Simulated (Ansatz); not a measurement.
Consider the energy of the reaction as written. Reaction: cell B → cell A. A negative value means that the right-hand side lies lower.

Cell A: a sheet of composition Be2, 2 atoms, hexagonal cell of 2.17 Å (4.1 Å²), symmetry P-3m1, 1.9 Å thick under 15 Å of vacuum, in-plane vectors relaxed; planes from bottom to top: Be × 2; a model cell; spin state with PBE: run without spin, k-point mesh 24×24×1.
```xyz
2
Lattice="2.1657 0.0000 0.0000 -1.0828 1.8755 0.0000 0.0000 0.0000 16.7115" Properties=species:S:1:pos:R:3 pbc="T T T"
Be     0.0000     1.2504     9.3071
Be     1.0828     0.6252     7.4044
```

Cell B: a sheet of composition Be2, 2 atoms, hexagonal cell of 3.68 Å (11.7 Å²), symmetry P6/mmm, 0.0 Å thick under 16 Å of vacuum, in-plane vectors relaxed; planes from bottom to top: Be2, all atoms in one plane; a model cell; spin state with PBE: run without spin, k-point mesh 24×24×1.
```
Be
1.0
    3.67556     0.00000     0.00000
   -1.83778     3.18313     0.00000
    0.00000     0.00000    16.00000
Be
2
Direct
  0.33333   0.66667   0.50000
  0.66667   0.33333   0.50000
```

All numbers come from Ansatz (a program for electronic structure), plane waves with PAW, its PAW set soft_1, cutoff 420 eV, 500 eV for r2SCAN. The structures are at rest with PBE; other levels are single points on them. Neutral cells; Fermi-Dirac smearing of at most 0.10 eV in the solids, energies taken to zero width. The lattices are those relaxed with PBE, so at other levels the solids can be strained, which adds to the spread. A dispersion term (D3(BJ), or D4 for r2SCAN) was computed beside these levels and is taken off wherever the name lacks it. Static lattices, no vibrational contributions. The cells' k-point meshes differ in density, so the last digit is unsettled. Cell A has symmetry P-3m1 and got no random move, so less symmetric positions, which may lie lower, weren't tried. Cell B has symmetry P6/mmm and got no random move, so less symmetric positions, which may lie lower, weren't tried.

Q: Estimate the value that PBE returns for this input.

A: -3.35 eV, for cell B → cell A.

Q: What do the other levels give, and how wide is the spread?

A: 
```tsv
Functional	value (eV)	less PBE
r2SCAN	-3.50	-0.15
```

The levels span 0.15 eV, from r2SCAN (-3.50) to PBE (-3.35).
